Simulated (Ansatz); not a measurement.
Functionals compared on NH3 on the 1x1 (110) surface of bcc Mo, one in a 2x2 cell, started at the site 'hollow Mo-Mo-Mo', in Ansatz (plane waves, PAW). The structure was relaxed with PBE; the other rows are single points on it, each with its references at the same level. Cutoff 420 eV (500 eV for r2SCAN).

Set-up: 20 atoms, 6.5 Å thick at the start under the adsorbate (thin: gaps and levels are the slab's own); mesh 6x6x1; 0.1 eV smearing; dipole correction on; 8 atoms held, the rest relaxed; no symmetry held; no spin, no spin-orbit, no U, no dispersion correction. At the end it is bonded to Mo. In PBE it is, or lies within 0.03 eV of, the lowest of the starts that converged. These notes are the PBE run's. Adsorption energies are against NH3(g). A negative adsorption energy means that the adsorbate is more stable on the surface than in its reference.

```json
[
 {"functional": "PBE", "adsorption energy (eV)": "-0.78", "work function of the top face (eV)": "2.57", "change of the work function (eV)": "-2.02", "rough cost of the single point": "–"},
 {"functional": "RPBE", "adsorption energy (eV)": "[?]", "work function of the top face (eV)": "[?]", "change of the work function (eV)": "[?]", "rough cost of the single point": "roughly 2.5 core-minutes"},
 {"functional": "r2SCAN", "adsorption energy (eV)": "-0.88", "work function of the top face (eV)": "2.49", "change of the work function (eV)": "-2.15", "rough cost of the single point": "very roughly 5 core-minutes"}
]
```

**Question.** Some entries are withheld; supply them.

**Answer.** 
- RPBE, adsorption energy (eV): -0.52
- RPBE, work function of the top face (eV): 2.48
- RPBE, change of the work function (eV): -1.96

Ansatz is an electronic-structure program.
